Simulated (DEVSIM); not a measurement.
System: abrupt Ge p-n junction, at 300 K.

```tsv
layer (left to right)	material	thickness (μm)	Nd (cm⁻³)	Na (cm⁻³)	τn (s)	τp (s)
1	Ge	6.00	-	1e16	0.00082	0.00082
2	Ge	11.0	3.4e16	-	0.00082	0.00082
```

Left contact: ohmic. Right contact: ohmic. Voltage is applied to the left contact. Recombination: SRH at mid-gap, radiative. Mobility is μmin + (μ − μmin)/(1 + (N/Nref)^α).

The device is made up for the run: typed textbook-type constants, with dimensions and the other settings drawn at random. Values at 300 K. The table also holds parameters that only a changed run uses.

| parameter | Ge |
|---|---|
| gap (eV) | 0.664 |
| affinity (eV) | 4 |
| permittivity | 16 |
| Nc (cm⁻³) | 1.04e19 |
| Nv (cm⁻³) | 6e18 |
| μn (cm²/Vs) | 3900 |
| μp (cm²/Vs) | 1900 |
| μn,min | 150 |
| μp,min | 100 |
| Nref,n | 2.6e17 |
| Nref,p | 4e17 |
| αn | 0.56 |
| αp | 0.6 |
| B (cm³/s) | 6.4e-14 |
| Cn (cm⁶/s) | 1e-31 |
| Cp (cm⁶/s) | 1e-31 |

DEVSIM, 1D drift-diffusion, Boltzmann statistics, complete ionisation; no tunnelling, impact ionisation, image-force lowering or self-heating.

Base results: potential step across the device at zero bias (V) 0.351; dark forward voltage at 100 A/cm² (V) 0.307; largest field in the device at zero bias (V/cm) 23000; dark forward voltage at 1 A/cm² (V) 0.176.

Q: What follows from this one change: thickness of layer 1 6 → 30 μm?

A: potential step across the device at zero bias little changed (0.351 V); dark forward voltage at 100 A/cm² 0.307 → 0.360 V; largest field in the device at zero bias little changed (23000 V/cm); dark forward voltage at 1 A/cm² 0.176 → 0.212 V.

Q: What follows from this one change: doping Nd of layer 2 3.4e+16 → 1e+18 cm^-3?

A: potential step across the device at zero bias 0.351 → 0.438 V; dark forward voltage at 100 A/cm² 0.307 → 0.302 V; largest field in the device at zero bias 23000 → 52000 V/cm; dark forward voltage at 1 A/cm² little changed (0.177 V).

Q: What follows from this one change: constant mobility in place of the doping-dependent one?

A: potential step across the device at zero bias little changed (0.351 V); dark forward voltage at 100 A/cm² 0.307 → 0.300 V; largest field in the device at zero bias little changed (23000 V/cm); dark forward voltage at 1 A/cm² little changed (0.172 V).
